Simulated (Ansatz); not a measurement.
Al2O3, response to strain

Take Al2O3 in the corundum structure (space group R-3c, No. 167; a = 4.809 Å, c = 13.124 Å (hexagonal axes)) as the base. Axes: x lies along a and z along c of the hexagonal cell.

Strains are applied to the cell and any free atomic positions relax; under biaxial strain the out-of-plane vector relaxes too.

Method: PBE (Ansatz, a first-principles code; PAW; 420 eV plane waves; no spin-orbit coupling).

Candidates:
(a) biaxial strain −2.25 %, plane normal [001], relaxed out of plane
(b) biaxial strain −3.00 %, plane normal [001], relaxed out of plane
(c) biaxial strain −0.75 %, plane normal [001], relaxed out of plane

### Question
Order them by out-of-plane strain, highest first.

### Answer
(b) biaxial strain −3.00 %, plane normal [001], relaxed out of plane (+1.46 %), (a) biaxial strain −2.25 %, plane normal [001], relaxed out of plane (+1.09 %), (c) biaxial strain −0.75 %, plane normal [001], relaxed out of plane (+0.36 %)

No phonon test of stability was made.
